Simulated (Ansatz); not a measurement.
A zone-centre phonon calculation of ScCrC2 (P6_3/mmc, 8 atoms in the cell) with Ansatz (a first-principles code).

Level of theory: LDA (PW92), default PAW files made with PBE (plane waves; Ansatz).

```
ScCrC2
1.0
    3.25612     0.00000     0.00000
   -1.62806     2.81988     0.00000
    0.00000     0.00000     9.03793
Sc Cr C
2 2 4
Cartesian
  0.00000   0.00000   4.51897
  0.00000   0.00000   0.00000
  0.00000   1.87992   2.25948
  1.62806   0.93996   6.77845
  0.00000   1.87992   7.53999
  1.62806   0.93996   1.49795
  1.62806   0.93996   3.02102
  0.00000   1.87992   6.01691
```

Reference input (self-consistent single point, DFT, LDA (PW92), plane waves, default PAW files made with PBE): basis.ecutwfc = 30.9 Ry; kpoints.mp_grid.grid = 12 12 4; hamiltonian.xc = lda; hamiltonian.pseudopotentials = {kind: paw} (the program's default PAW files); scf.occupations.method = fermi_dirac; scf.occupations.width = 0.0073 Ry. This run's input differs from it in these lines:

```diff
@@ -27,6 +27,4 @@
     width: 0.0073 Ry
-output:
-  forces: true
-  eigenvalues: true
-  stress: true
+phonons:
+  method: dfpt
```

Log, with long lists cut:

```
SCF iter   1: F=—  HF=-11799.821487 eV  |F-HF|=—  |Δ(HF+E_count)|=         —  Δρ=1.65e-2  dr2=2.48e-1  ethr=1.77e-3  ⟨swp⟩=4.1  Hψ=22938  notcnv=0
all-band conjugate gradients solve this SCF's bands
preconditioner: auto → Kerker (q_TF=auto, 2.626 Å⁻¹)
SCF iter   2: F=—  HF=-11799.777426 eV  |F-HF|=—  |Δ(HF+E_count)|=   4.41e-2  Δρ=7.02e-3  dr2=4.11e-2  ethr=3.76e-4  ⟨swp⟩=1.7  Hψ=8543  notcnv=0
   [... lines left out ...]
SCF iter   8: F=—  HF=-11799.766998 eV  |F-HF|=—  |Δ(HF+E_count)|=   1.82e-8  Δρ=1.95e-6  dr2=4.25e-9  ethr=1.58e-10  ⟨swp⟩=2.1  Hψ=8128  notcnv=0
SCF iter   9: F=—  HF=-11799.766998 eV  |F-HF|=—  |Δ(HF+E_count)|=   1.41e-9  Δρ=5.64e-7  dr2=4.85e-10  ethr=6.43e-12  ⟨swp⟩=2.0  Hψ=9247  notcnv=0
SCF iter  10: F=—  HF=-11799.766998 eV  |F-HF|=—  |Δ(HF+E_count)|=  2.73e-11  Δρ=3.39e-7  dr2=1.30e-10  ethr=1.00e-12  ⟨swp⟩=1.0  Hψ=6724  notcnv=0
SCF iter  11: F=-11799.766998 eV  HF=-11799.766998 eV  |F-HF|=1.82e-12  |Δ(HF+E_count)|=  1.09e-11  Δρ=4.56e-8  dr2=1.32e-12  ethr=1.00e-12  ⟨swp⟩=4.0  Hψ=27433  notcnv=0
SCF 1 converged in 11 iterations: F = -11799.766998 eV  dr2 = 1.32e-12
DFPT response loops at Γ: preconditioner auto → Kerker (q_TF=auto, 2.626 Å⁻¹) (partly filled bands, converged f_vac=0.000) …
Free energy (F): -11799.766998 eV
Internal energy: -11799.636738 eV  (E = F + TS)
E sigma→0 (E₀):  -11799.701868 eV
Entropy (-TS):   -0.130259 eV (-16.282 meV/atom)
Fermi energy:    14.654294 eV
--- Phonons (Γ-DFPT): 6 representative perturbations + reference, on 164 of 576 k-points (Σ response iterations 22) ---
   [... lines left out ...]
  ASR residual per site (eV/Å²): 6.27e-4 6.27e-4 1.80e-3 1.80e-3 6.71e-5 6.71e-5 6.71e-5 6.71e-5
  Γ frequencies (cm⁻¹): 0.00 0.00 0.00 165.39 165.39 202.72 202.72 234.03 256.43 256.43 281.46 326.66 346.15 414.39 529.33 529.33 529.76 529.76 620.35 620.35 625.89 625.89 848.60 883.45
  non-analytic LO–TO correction: not included (Born effective charges unavailable; polar crystals: no LO–TO splitting at Γ)
```

The run converged in 11 iterations. 

Summary of the result:
```
Property                                                                                                                                                             Value
--------------------------------------------------------  ----------------------------------------------------------------------------------------------------------------
Free energy E − TS (on the zero of these files)                                                                                                             -11799.7670 eV
Fermi level (on the code's own zero)                                                                                                                              14.65 eV
Zone-centre frequencies (cm⁻¹; negative means imaginary)  0, 0, 0, 165, 165, 203, 203, 234, 256, 256, 281, 327, 346, 414, 529, 529, 530, 530, 620, 620, 626, 626, 849, 883
```

The starting cell comes from a database of computed structures (which also holds hypothetical and non-ambient phases and stackings), without a prior relaxation at this level. Its lattice was rescaled by up to half a per cent. Spin polarisation is off.

Cost on one core of a shared machine: roughly 8 min.

Keys are those of Ansatz 0.2.
